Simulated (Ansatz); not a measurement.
# FeCo3 (Pm-3m, No. 221, 4 atoms in the cell; start mp-1007852)

Level of theory: PBEsol (Ansatz, an electronic-structure program, plane waves, PAW).

Numerical settings: plane-wave cutoff 520 eV, 16×16×16 k mesh, Fermi–Dirac smearing 0.05 eV, spin-polarised start, scalar-relativistic PAW data made under PBE.

Cell (relaxed at this level):

```cif
data_Co3Fe
_chemical_formula_sum 'Fe1 Co3'
_space_group_name_H-M_alt 'P 1'
_space_group_IT_number 1
_cell_length_a 3.48842
_cell_length_b 3.48842
_cell_length_c 3.48842
_cell_angle_alpha 90.000
_cell_angle_beta 90.000
_cell_angle_gamma 90.000
loop_
_space_group_symop_operation_xyz
  'x, y, z'
loop_
_atom_site_label
_atom_site_type_symbol
_atom_site_fract_x
_atom_site_fract_y
_atom_site_fract_z
_atom_site_occupancy
Fe1 Fe 0.00000 0.00000 0.00000 1
Co1 Co 0.50000 0.50000 0.00000 1
Co2 Co 0.00000 0.50000 0.50000 1
Co3 Co 0.50000 0.00000 0.50000 1
```

```yaml
band_gap: zero (no gap)
bulk modulus B0: 219 GPa
```

Note: the magnetic order was assumed, not searched for or taken from measurement; the relaxation could not lower the start's symmetry, so the cell can be a saddle point above a distorted one; the bulk modulus is −V dP/dV from two relaxed cells at ±2 % in volume.

Computing time: about 7 core-minutes (a rough figure).

A start named mp-… is a Materials Project structure, which need not be a measured phase.
